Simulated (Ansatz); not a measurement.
Consider CaTiO3 in the cubic perovskite structure (space group Pm-3m, No. 221; a = 3.841 Å; a model cell). Axes: x, y, z lie along the cube axes.

One thing is altered: tensor shear ε_xy = −2.28 % (engineering shear γ = -0.0456); the atoms relax in the strained cell.

Levels (all Ansatz, an electronic-structure program, PAW): PBEsol (420 eV, spin-orbit coupling left out); PBEsol+SOC (420 eV, with spin-orbit coupling).

The geometry is relaxed with PBEsol.

```
Quantity                     Result
--------------------------  -------
PBEsol smallest direct gap  2.11 eV
PBEsol band gap             1.77 eV
```

With PBEsol+SOC at the same geometry, the smallest direct gap hardly moves (2.11 eV against 2.10 eV); the hole mass is 2.3 mₑ along z, 0.90 mₑ across (at T); the band gap hardly moves (1.77 eV against 1.76 eV).

Single points use the geometry relaxed with PBEsol. The spin-orbit shifts are approximate. Masses are band curvatures over ±0.01 Å⁻¹ around the edge. No phonon test of stability was made. The runs without spin-orbit coupling are not spin-polarised. Many cubic perovskites are stable only at high temperature; tilts and polar distortions were not tested.
